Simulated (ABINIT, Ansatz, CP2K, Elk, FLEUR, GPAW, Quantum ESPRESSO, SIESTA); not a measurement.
Code comparison for KF (Fm-3m, 2 atoms in the cell)

Self-consistent single point.

```xyz
2
Lattice="0.0000 2.6544 2.6544 2.6544 0.0000 2.6544 2.6544 2.6544 0.0000" Properties=species:S:1:pos:R:3 pbc="T T T"
K      0.0000     0.0000     0.0000
F      2.6544     2.6544     2.6544
```

All programs got the same cell, k-point mesh and kind of occupations (in Ansatz's words: kpoints.mp_grid.grid = 9 9 9; scf.occupations.method = fermi_dirac; scf.occupations.width = 0.0015 Ry); potentials, basis and cutoffs are each program's usual ones.

```
code                                                                                                                                model  pressure (GPa)  gap on the mesh (eV)  k-points           cutoff
----------------  -----------------------------------------------------------------------------------------------------------------------  --------------  --------------------  --------  ---------------
Elk                                        PBE, all-electron FP-LAPW, Elk's shipped species files, APW+lo basis with extra local orbitals               –                 6.358        35         rgkmax 8
FLEUR                                                                        PBE, all-electron FLAPW (FLEUR), scalar-relativistic valence               –                 6.442        35  Kmax 3.8 1/bohr
Quantum ESPRESSO                                                          PBE, PseudoDojo standard norm-conserving (PBE) pseudopotentials            2.02                 6.304        35            85 Ry
Ansatz                                                                                                                     PBE, PAW files            1.95                 6.287        35          30.9 Ry
ABINIT                                                                                                        PBE, PAW (JTH v2.0 PBE PAW)            2.11                 6.276        35            48 Ry
GPAW                                                                                         PBE, GPAW PAW datasets PBE (gpaw-data 1.0.1)               –                 6.285        35           950 eV
CP2K                                                              PBE, GPW, DZVP-MOLOPT-PBE-GTH basis, GTH-PBE potentials (POTENTIAL_UZH)            2.51                 6.285       365      grid 550 Ry
SIESTA            GGA PBE, numerical atomic orbitals DZP, PseudoDojo PBE standard norm-conserving potentials (rewritten from UPF to PSML)           -0.64                 5.619       365      grid 350 Ry
```

A dash marks a value that a program does not give, or that is left out as unsure.

Gaps are read on the mesh.

The spread over the programs that give each value: pressure within 3.15 GPa; gap on the mesh within 0.823 eV.

The starting cell comes from a database of computed structures (which also holds hypothetical and non-ambient phases and stackings), without a prior relaxation at this level.

### Question
Why do the programs differ, and what cannot be compared?

### Answer
Differences of this kind can come from the potentials, where these differ, and from what each basis and cutoff leave unconverged. The zero of total energies and Fermi levels follows the potentials and each program's conventions, so they are not compared here. CP2K and SIESTA use small atom-centred bases, whose incompleteness enters pressures, forces and empty levels differently from a plane-wave cutoff. Elk and FLEUR treat all electrons, but the usual bases taken here (sphere radii, linearisation, local orbitals, empty states) were not tested for convergence, so the values are no reference for the others. Ansatz's pressure is given at a fixed set of plane waves, as the other plane-wave codes print theirs; with its correction for the finite basis it is 2.11 GPa. Ansatz's smearing width was typed in Ry to four decimals, so it matches the others to a few per cent. The pressure of GPAW is left out: its cutoff lies under the one at which its stress was checked. The programs reduce the same mesh by symmetry to different extents, which changes the work and not the result. In the pressure, SIESTA (by 2.66) lies more than 1 GPa from the median of the plane-wave programs. In the gap, FLEUR (by 0.157) and SIESTA (by 0.666) lie more than 0.12 eV from the median of the plane-wave programs.

Ansatz is an electronic-structure program.

Keys are those of Ansatz 0.2.
